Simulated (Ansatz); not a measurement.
The parent structure is AlN in the wurtzite structure (space group P6_3mc, No. 186; a = 3.114 Å, c = 4.984 Å).

Levels (all Ansatz, a program for electronic structure, PAW): PBEsol (420 eV, no spin-orbit coupling); r2SCAN (500 eV, no SOC).

Its gap is 4.09 eV with PBEsol and 4.82 eV with r2SCAN.

It is then changed as follows: cell and atoms relaxed at a pressure of 9 GPa.

With PBEsol the gap becomes 4.44 eV.

Q: If the r2SCAN correction stayed the same, what would the r2SCAN gap be, and what does the r2SCAN run give?

A: A rigid correction of +0.73 eV gives 5.17 eV. The r2SCAN run gives 5.18 eV, so the two effects roughly add.

Single points use the geometry relaxed with PBEsol. Load acts through the strain it causes; cell and atoms are relaxed under it. Stability against distortions was not tested. Tetrahedral semiconductors of this kind turn to denser phases somewhere between about 1 and 50 GPa; those were not computed, so compressed cells here can lie past the real transition.
